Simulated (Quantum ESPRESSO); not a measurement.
The steps of a band-structure calculation for BaH2 (P6_3/mmc, 6 atoms in the cell) with Quantum ESPRESSO.

Method: LDA (PZ), GBRV 1.5 ultrasoft (LDA) pseudopotentials (plane waves; Quantum ESPRESSO).

Step 1 (scf):

```fortran
&control
   calculation = 'scf'
   prefix = 'scf'
   outdir = './tmp'
   pseudo_dir = './'
   tprnfor = .true.
   tstress = .true.
/
&system
   ibrav = 0
   nat = 6
   ntyp = 2
   ecutwfc = 40
   ecutrho = 200
   occupations = 'smearing'
   smearing = 'gauss'
   degauss = 0.00147
/
&electrons
   conv_thr = 1.0d-9
/
ATOMIC_SPECIES
Ba   137.3270  ba_lda_v1.uspp.F.UPF
H      1.0080  h_lda_v1.4.uspp.F.UPF
ATOMIC_POSITIONS alat
Ba    0.50000000    0.28867514    1.01780308
Ba    0.00000000    0.57735027    0.33926769
H     0.00000000    0.57735027    1.01780308
H     0.50000000    0.28867514    0.33926769
H     0.00000000    0.00000000    0.67853538
H     0.00000000    0.00000000    0.00000000
K_POINTS automatic
7 7 5  1 1 1
CELL_PARAMETERS angstrom
   4.54100783     0.00000000     0.00000000
  -2.27050392     3.93262814     0.00000000
   0.00000000     0.00000000     6.16246900
```

Step 2 (bands):

```fortran
&control
   calculation = 'bands'
   prefix = 'scf'
   outdir = './tmp'
   pseudo_dir = './'
   verbosity = 'high'
/
&system
   ibrav = 0
   nat = 6
   ntyp = 2
   ecutwfc = 40
   ecutrho = 200
   occupations = 'smearing'
   smearing = 'gauss'
   degauss = 0.00147
   nbnd = 21
/
&electrons
   conv_thr = 1.0d-9
   startingwfc = 'random'
   diago_thr_init = 1.0d-6
   diagonalization = 'cg'
/
ATOMIC_SPECIES
Ba   137.3270  ba_lda_v1.uspp.F.UPF
H      1.0080  h_lda_v1.4.uspp.F.UPF
ATOMIC_POSITIONS alat
Ba    0.50000000    0.28867514    1.01780308
Ba    0.00000000    0.57735027    0.33926769
H     0.00000000    0.57735027    1.01780308
H     0.50000000    0.28867514    0.33926769
H     0.00000000    0.00000000    0.67853538
H     0.00000000    0.00000000    0.00000000
K_POINTS crystal_b
12
  0.00000000   0.00000000   0.00000000   8  ! G
  0.50000000   0.00000000   0.00000000   5  ! M
  0.33333333   0.33333333   0.00000000   9  ! K
  0.00000000   0.00000000   0.00000000   5  ! G
  0.00000000   0.00000000   0.50000000   8  ! A
  0.50000000   0.00000000   0.50000000   5  ! L
  0.33333333   0.33333333   0.50000000   9  ! H
  0.00000000   0.00000000   0.50000000   1  ! A
  0.50000000   0.00000000   0.50000000   5  ! L
  0.50000000   0.00000000   0.00000000   1  ! M
  0.33333333   0.33333333   0.00000000   5  ! K
  0.33333333   0.33333333   0.50000000   1  ! H
CELL_PARAMETERS angstrom
   4.54100783     0.00000000     0.00000000
  -2.27050392     3.93262814     0.00000000
   0.00000000     0.00000000     6.16246900
```

Step 3 (bands.x):

```fortran
&bands
   prefix = 'scf'
   outdir = './tmp'
   filband = 'bands.dat'
   lsym = .false.
/
```

Output of bands (abridged):

```
     Atomic positions and unit cell read from directory:
     ./tmp/scf.save/

     Message from routine setup:
     using ibrav=0 with symmetry is DISCOURAGED, use correct ibrav instead
     G-vector sticks info
     --------------------
     sticks:   dense  smooth     PW     G-vecs:    dense   smooth      PW
     Sum        1027     817    241                35543    25379    4081

     bravais-lattice index     =            0
   [... lines left out ...]
     unit-cell volume          =     742.6539 (a.u.)^3
   [... lines left out ...]
                       cart. coord. in units 2pi/alat
        k(    1) = (   0.0000000   0.0000000   0.0000000), wk =   0.0322581
        k(    2) = (   0.0625000   0.0360844   0.0000000), wk =   0.0322581
        k(    3) = (   0.1250000   0.0721688   0.0000000), wk =   0.0322581
   [... 59 lines left out ...]

     Dense  grid:    35543 G-vectors     FFT dimensions: (  40,  40,  54)

     Smooth grid:    25379 G-vectors     FFT dimensions: (  36,  36,  48)

     The potential is recalculated from file :
     ./tmp/scf.save/charge-density

     negative rho (up, down):  1.817E-01 0.000E+00

     Band Structure Calculation
     CG style diagonalization

     ethr =  1.00E-06,  avg # of iterations = 23.6

     End of band structure calculation

          k = 0.0000 0.0000 0.0000 (  3185 PWs)   bands (ev):

   -21.5657 -21.4235  -7.2804  -6.5576  -6.5576  -6.3390  -6.3390  -6.3076
     1.3813   2.8039   5.1071   5.6254   8.2983   8.2983   9.1953   9.1953
     9.2495   9.2495   9.9841  10.8438  10.8438

          k = 0.0625 0.0361 0.0000 (  3161 PWs)   bands (ev):

   -21.5636 -21.4237  -7.2708  -6.5733  -6.5640  -6.3586  -6.3386  -6.3147
     1.4446   2.8400   5.0689   5.4730   8.3560   8.5159   9.1106   9.1154
     9.1248   9.3022  10.0210  10.9524  11.0199

   [... 60 blocks of this kind left out ...]
```

Output of bands.x (abridged):

```
     Reading xml data from directory:

     ./tmp/scf.save/

     G-vector sticks info
     --------------------
     sticks:   dense  smooth     PW     G-vecs:    dense   smooth      PW
     Sum        1027     817    241                35543    25379    4081

     negative rho (up, down):  1.817E-01 0.000E+00
     Reading collected, re-writing distributed wavefunctions
     high-symmetry point:  0.0000 0.0000 0.0000   x coordinate   0.0000
     high-symmetry point:  0.5000 0.2887 0.0000   x coordinate   0.5774
     high-symmetry point:  0.3333 0.5774 0.0000   x coordinate   0.9107
     high-symmetry point:  0.0000 0.0000 0.0000   x coordinate   1.5774
     high-symmetry point:  0.0000 0.0000 0.3684   x coordinate   1.9458
     high-symmetry point:  0.5000 0.2887 0.3684   x coordinate   2.5231
     high-symmetry point:  0.3333 0.5774 0.3684   x coordinate   2.8565
     high-symmetry point:  0.0000 0.0000 0.3684   x coordinate   3.5231
     high-symmetry point:  0.5000 0.2887 0.3684   x coordinate   3.5231
     high-symmetry point:  0.5000 0.2887 0.0000   x coordinate   3.8916
     high-symmetry point:  0.3333 0.5774 0.0000   x coordinate   4.2249
     high-symmetry point:  0.3333 0.5774 0.3684   x coordinate   4.5934

     Plottable bands (eV) written to file bands.dat.gnu
     Bands written to file bands.dat

   JOB DONE.
```

The gap along the path is 1.40 eV.

The starting cell comes from a database of computed structures (which also holds hypothetical and non-ambient phases and stackings), without a prior relaxation at this level. Its lattice was rescaled by a random factor within 2.5 % of one.
